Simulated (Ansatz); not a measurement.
# InSe, pressure series

The parent structure is InSe in the beta-GaS type structure (space group P6_3/mmc, No. 194; layered, stacked along the Cartesian z axis).

```xyz
8
Lattice="4.0321 0.0000 0.0000 -2.0160 3.4919 0.0000 0.0000 0.0000 16.7641" Properties=species:S:1:pos:R:3 pbc="T T T"
In     0.0000     2.3279    11.1762
In     2.0160     1.1640     2.7942
In     2.0160     1.1640     5.5879
In     0.0000     2.3279    13.9699
Se     0.0000     2.3279     1.5074
Se     2.0160     1.1640     9.8895
Se     2.0160     1.1640    15.2567
Se     0.0000     2.3279     6.8746
```

Cell and atoms are relaxed at each pressure.

Levels (all Ansatz, an electronic-structure program, PAW): PBE-D3(BJ) (420 eV, no SOC); r2SCAN+rVV10 (500 eV, scalar-relativistic without spin-orbit coupling).

The base cell above is that of PBE-D3(BJ); each level relaxes its own structures.

```
case              volume per atom, PBE-D3(BJ)  volume per atom, r2SCAN+rVV10
----------------  ---------------------------  -----------------------------
pressure −1 GPa                      31.10 Å³                       31.30 Å³
pressure 1.8 GPa                     27.90 Å³                            ___
pressure 4.2 GPa                     26.45 Å³                       26.63 Å³
pressure 9 GPa                       24.45 Å³                            ___
pressure 18 GPa                      22.00 Å³                       22.37 Å³
pressure 30 GPa                      19.82 Å³                            ___
pressure 60 GPa                      15.40 Å³                       15.61 Å³
```

Task: What belongs in the blanks?

Result: 
- pressure 1.8 GPa, volume per atom, r2SCAN+rVV10: 28.02 Å³
- pressure 9 GPa, volume per atom, r2SCAN+rVV10: 24.72 Å³
- pressure 30 GPa, volume per atom, r2SCAN+rVV10: 20.28 Å³

PBE-D3(BJ) lies below r2SCAN+rVV10 in every row, by 0.11 Å³ to 0.46 Å³. They put the cases in the same order.

The mesh was chosen for an insulator and is coarse for the gapless case. From pressure 60 GPa on, the axis ratios lie over 15 % from the base's, so the cell there is far from its starting form. Load acts through the strain it causes; cell and atoms are relaxed under it. Stability against distortions was not tested. No other phases were tried under pressure. All final runs are without spin polarisation.
